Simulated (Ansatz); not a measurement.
Ca, pressure series

Base system: Ca in the simple cubic structure (space group Pm-3m, No. 221; a = 3.460 Å; a cell from a computed database, its experimental status unchecked).

Cell and atoms are relaxed at each pressure.

Level of theory: PBEsol (Ansatz, an electronic-structure program), spin-orbit coupling left out.

Notes on the quantities. enthalpy: H = E + PV relative to the base's energy.

| variant | enthalpy | lattice parameter a |
|---|---|---|
| base | – | 6.538 bohr |
| pressure −2 GPa | -0.58 eV/atom | 7.140 bohr |
| pressure −1 GPa | -0.27 eV/atom | 6.759 bohr |
| pressure 0.3 GPa | +0.08 eV/atom | 6.484 bohr |
| pressure 0.7 GPa | +0.18 eV/atom | 6.418 bohr |
| pressure 1.5 GPa | +0.37 eV/atom | 6.306 bohr |
| pressure 3 GPa | +0.70 eV/atom | 6.132 bohr |
| pressure 5 GPa | +1.10 eV/atom | 5.945 bohr |
| pressure 7.5 GPa | +1.57 eV/atom | 5.772 bohr |
| pressure 10 GPa | +2.00 eV/atom | 5.637 bohr |

Load acts through the strain it causes; cell and atoms are relaxed under it. No phonon test of stability was made. No other phases were tried under pressure. This is not the structure that Ca has at room temperature and ambient pressure.
